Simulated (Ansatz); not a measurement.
**Pressure series in W3N4**

Take W₃N₄ (space group Pm-3m, No. 221) as the base.

```xyz
7
Lattice="4.2154 0.0000 0.0000 0.0000 4.2154 0.0000 0.0000 0.0000 4.2154" Properties=species:S:1:pos:R:3 pbc="T T T"
N      2.1077     2.1077     2.1077
N      2.1077     0.0000     0.0000
N      0.0000     2.1077     0.0000
N      0.0000     0.0000     2.1077
W      2.1077     2.1077     0.0000
W      0.0000     2.1077     2.1077
W      2.1077     0.0000     2.1077
```

Cell and atoms are relaxed at each pressure.

Method: PBE/PAW in Ansatz (a program for electronic structure), no SOC.

```json
[
 {"P (GPa)": "-1.99", "V (Å³/atom)": "10.763"},
 {"P (GPa)": "-0.99", "V (Å³/atom)": "10.732"},
 {"P (GPa)": "0.30", "V (Å³/atom)": "10.692"},
 {"P (GPa)": "0.69", "V (Å³/atom)": "10.680"},
 {"P (GPa)": "1.49", "V (Å³/atom)": "10.656"},
 {"P (GPa)": "3.00", "V (Å³/atom)": "10.610"},
 {"P (GPa)": "7.50", "V (Å³/atom)": "10.482"}
]
```

A third-order Birch–Murnaghan fit to these points gives V₀ = 10.70 Å³/atom, B₀ = 346 GPa and B₀′ = 4.5. At pressure 7.5 GPa the volume is 98.0 % of V₀.

Load acts through the strain it causes; cell and atoms are relaxed under it. Stability against distortions was not tested. No other phases were tried under pressure. The final runs are not spin-polarised.
